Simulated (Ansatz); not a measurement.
# Effect of pressure 0.3 GPa on TiSi2

Base system: TiSi2 (space group Cmcm, No. 63; a = 3.515 Å, b = 13.348 Å, c = 3.557 Å).

One thing is altered: cell and atoms relaxed at a pressure of 0.3 GPa.

Level of theory: Kohn–Sham DFT with the PBEsol functional, run in Ansatz (a program for electronic structure) with PAW and 420 eV plane waves, no SOC. k-mesh 14×14×13 (Γ-centred); smearing 0.05 eV (Fermi–Dirac).

```tsv
quantity	base	changed	shift
volume per atom	13.91 Å³	13.88 Å³	-0.03 Å³
density	4.14 g/cm³	4.15 g/cm³	+0.01 g/cm³
shortest interatomic distance	2.394 Å	2.393 Å	-0.001 Å
enthalpy H = E + PV relative to the base's energy	–	+0.03 eV/atom	–
band gap	zero	zero	–
```

Load acts through the strain it causes; cell and atoms are relaxed under it. No phonon test of stability was made. All final runs are without spin polarisation.
